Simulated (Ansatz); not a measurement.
For Ti$_{2}$SnC (P6_3/mmc), PBEsol, DFPT electron-phonon coupling, linearised Boltzmann equation in Ansatz (a first-principles code) gives a transport coupling λ_tr = 0.272 and a Drude plasma energy ħω_p = 5.01 eV along x (a = (3.14, 0.00, 0.00) Å; b = (-1.57, 2.72, 0.00) Å; c = (0.00, 0.00, 13.62) Å).

Problem. Estimate the resistivity at 300 K from the high-temperature formula ρ = 2π λ_tr k_B T / (ħ ε₀ ω_p²), and say how the full Boltzmann solution compares.

Solution. The scattering rate is 1/τ = 2π λ_tr k_B T/ħ = 6.71e13 s⁻¹ and ω_p = 7.61e15 s⁻¹, so ρ ≈ 13.1 μΩ·cm. The Boltzmann solution gives 10.8 μΩ·cm, 0.82 times the estimate; it lies lower because k_BT is not large against the phonon energies and the solution lets the distribution adjust.

A metal at this level (no band gap). Only scattering by harmonic phonons is included (no impurities, grain boundaries, electron-electron scattering or thermal expansion). Spin-orbit coupling is left out. Halving the electron mesh (32x32x8) moves the resistivity by up to 3 % at 300 K, the coupling by up to 3 %. Smearing 0.20 eV; phonons on a 5x5x1 q mesh, which this run doesn't test.

Computed structure with no diffraction record at hand here (it may be known, metastable or hypothetical): Ti2SnC (P6_3/mmc).
